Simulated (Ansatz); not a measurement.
Cubic perovskite CsCdF₃, treated with BLYP (Ansatz, an electronic-structure program, PAW).

Numerical settings: plane-wave cutoff 520 eV, 8×8×8 k mesh, Fermi–Dirac smearing 0.01 eV, scalar-relativistic PAW data made under PBE.

Cell (relaxed at this level):

```yaml
crystal:
  lattice:
    - [4.60591, 0.00000, 0.00000]
    - [0.00000, 4.60591, 0.00000]
    - [0.00000, 0.00000, 4.60591]
  atoms:
    - { symbol: Cs, position: [0.00000, 0.00000, 0.00000] }
    - { symbol: Cd, position: [0.50000, 0.50000, 0.50000] }
    - { symbol: F, position: [0.50000, 0.00000, 0.50000] }
    - { symbol: F, position: [0.00000, 0.50000, 0.50000] }
    - { symbol: F, position: [0.50000, 0.50000, 0.00000] }
```

Task: What does this level give for the bulk modulus B0, band gap, smallest direct gap on the k points sampled and pressure derivative B′ of the bulk modulus?

Result: 
* **bulk modulus B0**: 49.7 GPa
* **band gap**: 3.21 eV
* **smallest direct gap on the k points sampled**: 4.02 eV
* **pressure derivative B′ of the bulk modulus**: 5.0

Note: the relaxation could not lower the start's symmetry, so the cell can be a saddle point above a distorted one.

Spin–orbit coupling is not included.

It cost very roughly 90 core-seconds of CPU time.
